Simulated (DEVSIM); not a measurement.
System: Si n-i-p diode, at 300 K.

```csv
layer (left to right),material,thickness (μm),Nd (cm⁻³),Na (cm⁻³),τn (s),τp (s)
1,Si,1.60,6.4e17,-,3.2e-5,3.2e-5
2,Si,44.0,-,7.6e13,3.2e-5,3.2e-5
3,Si,0.330,-,7.7e18,3.2e-5,3.2e-5
```

Left contact: ohmic. Right contact: ohmic. Voltage is applied to the left contact. Recombination: SRH at mid-gap, Auger. Gap narrowing is on: ΔEg = 6.92 meV × (l + √(l² + 0.5)), l = ln(N/1.3e17 cm⁻³), shared equally by both band edges. Mobility is μmin + (μ − μmin)/(1 + (N/Nref)^α).

This is a model device: material constants are rounded textbook-type values typed into the input, and sizes, dopings and lifetimes were drawn at random. Values at 300 K.

```csv
parameter,Si
gap (eV),1.124
affinity (eV),4.05
permittivity,11.7
Nc (cm⁻³),2.86e19
Nv (cm⁻³),3.1e19
μn (cm²/Vs),1417
μp (cm²/Vs),470
"μn,min",52
"μp,min",45
"Nref,n",9.7e16
"Nref,p",2.2e17
αn,0.68
αp,0.72
Cn (cm⁶/s),2.8e-31
Cp (cm⁶/s),9.9e-32
```

DEVSIM, 1D drift-diffusion, Boltzmann statistics, complete ionisation; no tunnelling, impact ionisation, image-force lowering or self-heating.

Base results: potential step across the device at zero bias (V) 0.950; dark forward voltage at 1 A/cm² (V) 0.680; dark forward voltage at 100 A/cm² (V) 0.829.

### Question
What follows from this one change: thickness of layer 1 1.6 → 0.56 μm?

### Answer
potential step across the device at zero bias little changed (0.950 V); dark forward voltage at 1 A/cm² 0.680 → 0.668 V; dark forward voltage at 100 A/cm² little changed (0.828 V).

### Question
What follows from this one change: thickness of layer 2 44 → 26 μm?

### Answer
potential step across the device at zero bias little changed (0.950 V); dark forward voltage at 1 A/cm² little changed (0.679 V); dark forward voltage at 100 A/cm² 0.829 → 0.817 V.

### Question
What follows from this one change: doping Na of layer 3 7.7e+18 → 2.3e+17 cm^-3?

### Answer
potential step across the device at zero bias 0.950 → 0.882 V; dark forward voltage at 1 A/cm² 0.680 → 0.623 V; dark forward voltage at 100 A/cm² 0.829 → 0.809 V.

### Question
What follows from this one change: constant mobility in place of the doping-dependent one?

### Answer
potential step across the device at zero bias little changed (0.950 V); dark forward voltage at 1 A/cm² 0.680 → 0.634 V; dark forward voltage at 100 A/cm² 0.829 → 0.818 V.
